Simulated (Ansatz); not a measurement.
Base system: K2S in the anti-fluorite structure (space group Fm-3m, No. 225; a = 7.3360 Å).

Level of theory: DFT with PBEsol, PAW potentials and a 420 eV plane-wave cutoff in Ansatz (a program for electronic structure), no spin-orbit coupling.

Base values:

The valley order is Γ 2.35 eV; X along ⟨100⟩ 3.42 eV and the smallest direct gap is 2.58 eV.

Now apply this change: every lattice vector is stretched by 2.50 %, atoms relaxed at fixed cell.

Q: How does this affect the valley order and smallest direct gap?

A: The valley order (the lowest conduction-band minima on the path, energy above the VBM, named in the base's zone) goes from Γ 2.35 eV; X along ⟨100⟩ 3.42 eV to Γ 2.17 eV; X along ⟨100⟩ 3.40 eV; the smallest direct gap falls by 0.243 eV (2.58 eV → 2.33 eV).

The cells carry an imposed strain or load. Stability against distortions was not tested.
